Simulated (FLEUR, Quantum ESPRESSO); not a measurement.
A Quantum ESPRESSO input for a self-consistent single point of NbRu3 (P6_3/mmc, 8 atoms in the cell) (DFT, PBEsol, plane waves, GBRV 1.5 ultrasoft (PBESOL) pseudopotentials):

```fortran
&control
    calculation = 'scf'
    prefix = 'NbRu3'
    outdir = './out'
    pseudo_dir = './'
    tprnfor = .true.
    tstress = .true.
/
&system
    ibrav = 0
    nat = 8
    ntyp = 2
    ecutwfc = 40
    ecutrho = 320
    occupations = 'smearing'
    smearing = 'fermi-dirac'
    degauss = 0.0073499
/
&electrons
    conv_thr = 1.0d-10
    mixing_beta = 0.7
/
ATOMIC_SPECIES
Nb    92.9064  nb_pbesol_v1.uspp.F.UPF
Ru   101.0700  ru_pbesol_v1.2.uspp.F.UPF
CELL_PARAMETERS angstrom
   5.44923072     0.00000000     0.00000000
  -2.72461536     4.71917224     0.00000000
   0.00000000     0.00000000     4.29343900
ATOMIC_POSITIONS crystal
Nb    0.33333333    0.66666667    0.75000000
Nb    0.66666667    0.33333333    0.25000000
Ru    0.16472500    0.32945000    0.25000000
Ru    0.83527500    0.67055000    0.75000000
Ru    0.83527500    0.16472500    0.75000000
Ru    0.16472500    0.83527500    0.25000000
Ru    0.67055000    0.83527500    0.25000000
Ru    0.32945000    0.16472500    0.75000000
K_POINTS automatic
4 4 5  0 0 0
```

Write the same calculation as an input for FLEUR.

One input that does it (others would too):

Input of the input generator:

```
NbRu3 FLAPW
&input film=f /
5.4492307246 0.0000003139 0.0000000000
-2.7246156341 4.7191720816 0.0000000000
0.0000000000 0.0000000000 4.2934390000
1.8897261246
1.0 1.0 1.0

8
41 0.3333333333 0.6666666667 0.7500000000
41 0.6666666667 0.3333333333 0.2500000000
44 0.1647250000 0.3294500000 0.2500000000
44 0.8352750000 0.6705500000 0.7500000000
44 0.8352750000 0.1647250000 0.7500000000
44 0.1647250000 0.8352750000 0.2500000000
44 0.6705500000 0.8352750000 0.2500000000
44 0.3294500000 0.1647250000 0.7500000000

&comp jspins=1 /
&exco xctyp='PBEs' /
&kpt div1=4 div2=4 div3=5 gamma=t /
&end /
```

```xml
<?xml version="1.0" encoding="UTF-8" standalone="no"?>
<fleurInput fleurInputVersion="0.39">
   <comment>
      NbRu3 FLAPW                                                                                         
   </comment>
   <calculationSetup>
      <cutoffs Kmax="4.2" Gmax="14.7" GmaxXC="14.7" numbands="0"/>
      <scfLoop itmax="60" minDistance="0.00001" maxIterBroyd="99" imix="Anderson" alpha="0.05" precondParam="0.0" spinf="2.0"/>
      <coreElectrons ctail="T" frcor="F" kcrel="0" coretail_lmax="0"/>
      <xcFunctional name="PBEs" relativisticCorrections="F"/>
      <magnetism jspins="1"/>
      <soc l_soc="F" theta="0.0" phi="0.0" spav="F"/>
      <expertModes spex="0" secvar="F"/>
      <geometryOptimization l_f="T" forcealpha="1.0" forcemix="BFGS" epsdisp="0.00001" epsforce="0.00001"/>
      <ldaU l_linMix="F" mixParam="0.05" spinf="1.0"/>
   </calculationSetup>
   <cell>
      <bzIntegration valenceElectrons="110.0" mode="hist" fermiSmearingEnergy="0.00367493">
         <kPointListSelection listName="default-1"/>
         <!-- k-points included here -->
         <xi:include xmlns:xi="http://www.w3.org/2001/XInclude" href="kpts.xml"> </xi:include>
      </bzIntegration>
      <!-- symmetry operations included here -->
      <xi:include xmlns:xi="http://www.w3.org/2001/XInclude" href="sym.xml"> </xi:include>
      <bulkLattice scale="1.0">
         <bravaisMatrix>
            <row-1>   10.2975536592496066     0.0000005931850305     0.0000000000000000</row-1>
            <row-2>   -5.1487773432523642     8.9179427690824831     0.0000000000000000</row-2>
            <row-3>    0.0000000000000000     0.0000000000000000     8.1134238426765002</row-3>
         </bravaisMatrix>
      </bulkLattice>
   </cell>
   <atomSpecies>
      <species name="Niobium (Nb)" element="Nb" atomicNumber="41">
         <mtSphere radius="2.42" gridPoints="837" logIncrement="0.015"/>
         <atomicCutoffs lmax="10" lnonsphr="8"/>
         <electronConfig flipSpins="F">
            <coreConfig>(1s1/2) (2s1/2) (2p1/2) (2p3/2) (3s1/2) (3p1/2) (3p3/2) (3d3/2) (3d5/2)</coreConfig>
            <valenceConfig>(4s1/2) (4p1/2) (4p3/2) (5s1/2) (4d3/2) (4d5/2)</valenceConfig>
            <stateOccupation state="(5s1/2)" spinUp="0.5" spinDown="0.5"/>
            <stateOccupation state="(4d3/2)" spinUp="0.8" spinDown="0.8"/>
            <stateOccupation state="(4d5/2)" spinUp="1.2" spinDown="1.2"/>
         </electronConfig>
         <energyParameters s="5" p="5" d="4" f="4"/>
         <lo type="SCLO" l="0" n="4" eDeriv="0"/>
         <lo type="SCLO" l="1" n="4" eDeriv="0"/>
      </species>
      <species name="Ruthenium (Ru)" element="Ru" atomicNumber="44">
         <mtSphere radius="2.39" gridPoints="823" logIncrement="0.016"/>
         <atomicCutoffs lmax="10" lnonsphr="8"/>
         <electronConfig flipSpins="F">
            <coreConfig>(1s1/2) (2s1/2) (2p1/2) (2p3/2) (3s1/2) (3p1/2) (3p3/2) (4s1/2) (3d3/2) (3d5/2)</coreConfig>
            <valenceConfig>(4p1/2) (4p3/2) (5s1/2) (4d3/2) (4d5/2)</valenceConfig>
            <stateOccupation state="(5s1/2)" spinUp="0.5" spinDown="0.5"/>
            <stateOccupation state="(4d3/2)" spinUp="1.4" spinDown="1.4"/>
            <stateOccupation state="(4d5/2)" spinUp="2.1" spinDown="2.1"/>
         </electronConfig>
         <energyParameters s="5" p="5" d="4" f="4"/>
         <lo type="SCLO" l="1" n="4" eDeriv="0"/>
      </species>
   </atomSpecies>
   <atomGroups>
      <atomGroup species="Niobium (Nb)">
         <relPos label="                   1">1.000/3.000 -1.000/3.000 -1.000/4.000</relPos>
         <relPos label="                   2">-1.000/3.000 1.000/3.000 1.000/4.000</relPos>
         <force calculate="T" relaxXYZ="TTT"/>
      </atomGroup>
      <atomGroup species="Ruthenium (Ru)">
         <relPos label="                   3">.1647250000 .3294500000 1.000/4.000</relPos>
         <relPos label="                   4">-.1647250000 -.3294500000 -1.000/4.000</relPos>
         <relPos label="                   5">-.1647250000 .1647250000 -1.000/4.000</relPos>
         <relPos label="                   6">.1647250000 -.1647250000 1.000/4.000</relPos>
         <relPos label="                   7">-.3294500000 -.1647250000 1.000/4.000</relPos>
         <relPos label="                   8">.3294500000 .1647250000 -1.000/4.000</relPos>
         <force calculate="T" relaxXYZ="TTT"/>
      </atomGroup>
   </atomGroups>
   <output dos="F" band="F" slice="F">
      <checks vchk="F" cdinf="F"/>
      <bandDOS minEnergy="-.5*Htr" maxEnergy="0.5*Htr" sigma="0.015" storeEVData="T"/>
      <vacuumDOS vacdos="F" integ="F" star="F" nstars="0" locx1="0.0" locy1="0.0" locx2="0.0" locy2="0.0" nstm="0" tworkf="0.0"/>
      <unfoldingBand unfoldBand="F" supercellX="1" supercellY="1" supercellZ="1"/>
      <plotting iplot="0" polar="F">
         <plot TwoD="T" vec1="  1.0  0.0  0.0" vec2="  0.0  1.0  0.0" vec3="  0.0  0.0  1.0" zero="  0.0  0.0  0.0" file="plot"/>
      </plotting>
      <chargeDensitySlicing numkpt="0" minEigenval="0.0" maxEigenval="0.0" nnne="0" pallst="F"/>
      <specialOutput eonly="F"/>
      <magneticCircularDichroism mcd="F" energyLo="-10.0" energyUp="0.0"/>
   </output>
  <!-- We include the file relax.xml here to enable relaxations (see documentation) -->
  <xi:include xmlns:xi="http://www.w3.org/2001/XInclude" href="relax.xml"> <xi:fallback/> </xi:include>
</fleurInput>
```

Basis, cutoffs, solver keys and any potentials are the target program's own. This input uses DFT, PBEsol, all-electron FLAPW (FLEUR), scalar-relativistic valence.

The starting cell comes from a database of computed structures (which also holds hypothetical and non-ambient phases and stackings), without a prior relaxation at this level. For this run, on top of that: lattice scaled by 0.98.
